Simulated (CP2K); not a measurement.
Worked example: self-consistent single point of a (110) slab of GaSb (cut from a parent of space group no. 216; 8 atoms in the cell) in CP2K.

Level of theory: CP2K with PBEsol, GPW, DZVP-MOLOPT-SR-GTH basis, GTH-PBE potentials (GTH_POTENTIALS).

The change in words: vacuum of 6 angstrom (first run: 14 Å); SURFACE_DIPOLE_CORRECTION: default → T. Reference geometry:
```xyz
8
Lattice="6.1305 0.0000 0.0000 0.0000 4.3349 0.0000 0.0000 0.0000 20.5023" Properties=species:S:1:pos:R:3 pbc="T T T"
Ga     0.0000     1.0837     9.1674
Ga     3.0652     3.2512     7.0000
Ga     0.0000     1.0837    13.5023
Ga     3.0652     3.2512    11.3349
Sb     1.5326     1.0837     7.0000
Sb     4.5979     3.2512     9.1674
Sb     1.5326     1.0837    11.3349
Sb     4.5979     3.2512    13.5023
```

Reference input (self-consistent single point, DFT PBEsol, GPW, DZVP-MOLOPT-SR-GTH basis, GTH-PBE potentials (GTH_POTENTIALS)): CUTOFF = 600 Ry; REL_CUTOFF = 50 Ry; SMEAR/METHOD = FERMI_DIRAC; ELECTRONIC_TEMPERATURE = 232.09 K; KPOINTS/SCHEME = MONKHORST-PACK 2 3 1; GAMMA_CENTERED = T; XC_FUNCTIONAL = PBE:PBESOL; Ga/BASIS_SET = DZVP-MOLOPT-SR-GTH-q13; Ga/POTENTIAL = GTH-PBE-q13; Sb/BASIS_SET = DZVP-MOLOPT-SR-GTH-q5; Sb/POTENTIAL = GTH-PBE-q5; METHOD = GPW. This run's input differs from it in these lines:

```diff
@@ -11,2 +11,4 @@
     POTENTIAL_FILE_NAME GTH_POTENTIALS
+    SURFACE_DIPOLE_CORRECTION T
+    SURF_DIP_DIR Z
     &QS
@@ -68,3 +70,3 @@
       B 0.00000000 4.33491800 0.00000000
-      C 0.00000000 0.00000000 20.50231000
+      C 0.00000000 0.00000000 12.50230800
       PERIODIC XYZ
@@ -72,10 +74,10 @@
     &COORD
-      Ga       0.00000000     1.08372950     9.16740289
-      Ga       3.06525000     3.25118850     7.00000119
-      Ga       0.00000000     1.08372950    13.50230881
-      Ga       3.06525000     3.25118850    11.33490711
-      Sb       1.53262500     1.08372950     7.00000119
-      Sb       4.59787500     3.25118850     9.16740289
-      Sb       1.53262500     1.08372950    11.33490711
-      Sb       4.59787500     3.25118850    13.50230881
+      Ga       0.00000000     1.08372950     5.16740393
+      Ga       3.06525000     3.25118850     3.00000382
+      Ga       0.00000000     1.08372950     9.50230418
+      Ga       3.06525000     3.25118850     7.33490407
+      Sb       1.53262500     1.08372950     3.00000382
+      Sb       4.59787500     3.25118850     5.16740393
+      Sb       1.53262500     1.08372950     7.33490407
+      Sb       4.59787500     3.25118850     9.50230418
     &END COORD
```

Log, with long lists cut:

```
 SCF WAVEFUNCTION OPTIMIZATION

  Step     Update method      Time    Convergence         Total energy    Change

 *******************************************************************************
 *   ___                                                                       *
 *  /   \                                                                      *
 * [ABORT]                                                                     *
 *  \___/       Dipole correction needs more vacuum space above the surface    *
 *    |                                                                        *
   [... lines left out ...]
 * / \                                                    surface_dipole.F:207 *
 *******************************************************************************

 ===== Routine Calling Stack =====

            9 calc_dipsurf_potential
            8 qs_ks_build_kohn_sham_matrix
            7 rebuild_ks_matrix
            6 qs_ks_update_qs_env
            5 scf_env_do_scf_inner_loop
            4 scf_env_do_scf
            3 qs_energies
            2 qs_forces
            1 CP2K
Abort(1) on node 0 (rank 0 in comm 0): application called MPI_Abort(MPI_COMM_WORLD, 1) - process 0
```

The program stopped with an error. 

The starting cell has typed, rounded lattice constants, without a prior relaxation at this level. The slab is cut from that crystal, and its faces are unrelaxed. Its lattice was rescaled by up to half a per cent. Values carry the incompleteness of an atom-centred basis. The potentials were made for another functional than the one used.
